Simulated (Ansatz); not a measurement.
Worked calculations on one periodic cell of amorphous Hf18O27N6: Hf18O27N6, 51 atoms, volume 649.2 Å³, made by a melt-quench on the CHGNet potential and relaxed with DFT. O and N atoms were pushed apart under 1.9 Å during the dynamics, to hinder bonds among them. It is a model cell: composition and starting density were chosen by hand, and all elements were melted together. Cycles of charging were run to anneal it. Method: PBE, scalar-relativistic without spin-orbit coupling (plane waves to 420 eV, PAW; Ansatz, a quantum-chemistry and plane-wave program). Sampling: a 2×2×2 Γ-centred mesh; Fermi-Dirac width 0.02 eV; no spin polarisation. Its volume was held where the quench left it, its shape was free, and it stands at a mean pressure of -1.1 GPa with stress components up to 1.2 GPa; the relaxation ran on one k-point at (1/4, 1/4, 1/4). Its density went from a set 9.54 to 9.54 g/cm³. The cell is small and was quenched far faster than a real film, so it is one sample of the glass.

Problem. Count formal charges (Hf +4, O -2, N -3). What does the count lead one to expect at the Fermi level, and what does the calculation give?

Solution. 18 × (+4) + 27 × (-2) + 6 × (-3) = 0. The charges balance, so the anion-derived valence states can be full and a gap can open. On this mesh the highest filled and lowest empty level lie 2.96 eV apart, the PBE gap of this cell.

Four energies for an added electron at PBE on one k-point at (1/4, 1/4, 1/4) (charged cells in a uniform background, spin-polarised): neutral at the neutral geometry -300690.237 eV; charged at the neutral geometry -300673.504 eV; charged and relaxed -300673.706 eV; neutral at the charged geometry -300689.964 eV.

Problem. Find the two relaxation energies and their sum, the reorganisation energy.

Solution. On charging: -300673.504 − (-300673.706) = 0.202 eV. On discharging: -300689.964 − (-300690.237) = 0.273 eV. The sum is 0.475 eV. The carrier's level spreads over 12 of the 51 atoms' worth, so it counts as partly localised, most on one Hf atom with neighbours O 2.04 Å, O 2.11 Å, O 2.14 Å, O 2.18 Å, N 2.24 Å, N 2.24 Å (neutral geometry). The values are uncorrected: the image energy of a point charge in this cell, 2.84 × 14.40 / (2 × 8.7) = 2.4 eV before screening, is screened by electrons alone at the fixed geometry and by ions too after relaxing, and the carrier can be spread before it relaxes, so each term can be off by up to that value times 1/ε∞, some tenths of an eV. PBE's self-interaction favours spread-out carriers, so a hybrid can localise more.

Four energies for a hole at PBE on one k-point at (1/4, 1/4, 1/4) (charged cells in a uniform background, spin-polarised): neutral at the neutral geometry -300690.237 eV; charged at the neutral geometry -300703.798 eV; charged and relaxed -300704.175 eV; neutral at the charged geometry -300689.659 eV.

Problem. Find the two relaxation energies and their sum, the reorganisation energy.

Solution. On charging: -300703.798 − (-300704.175) = 0.377 eV. On discharging: -300689.659 − (-300690.237) = 0.578 eV. The sum is 0.955 eV. The carrier's level spreads over 5 of the 51 atoms' worth, so it counts as localised, most on one N atom with neighbours Hf 2.10 Å, Hf 2.10 Å, Hf 2.10 Å, Hf 2.42 Å (neutral geometry). The values are uncorrected: the image energy of a point charge in this cell, 2.84 × 14.40 / (2 × 8.7) = 2.4 eV before screening, is screened by electrons alone at the fixed geometry and by ions too after relaxing, and the carrier can be spread before it relaxes, so each term can be off by up to that value times 1/ε∞, some tenths of an eV. PBE's self-interaction favours spread-out carriers, so a hybrid can localise more.
